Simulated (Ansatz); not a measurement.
**Thickness series in hypothetical diamond Te**

Take Te in the diamond structure (space group Fd-3m, No. 227; a = 7.061 Å; a hypothetical phase, not in the database extracts checked) as the base. Axes: x, y, z lie along the cube axes.

Free-standing slabs (2 atom(s) a layer) normal to [110] with 15 Å of vacuum; in-plane cell held at bulk.

Method: plane-wave PAW DFT at the PBEsol level (Ansatz, a quantum-chemistry and plane-wave program, 420 eV), without spin-orbit coupling.

```tsv
case	change of the spacing d23 from its bulk value of 2.496 Å	thickness between the outermost nuclei	shortest interatomic distance
base	–	–	3.057 Å
3 layers	–	5.10 Å	2.807 Å
4 layers	+34.7 %	7.59 Å	2.806 Å
5 layers	+13.9 %	10.30 Å	2.802 Å
6 layers	+24.1 %	12.96 Å	2.803 Å
7 layers	+19.5 %	15.65 Å	2.802 Å
```

Whether these cells are dynamically stable was not tested.
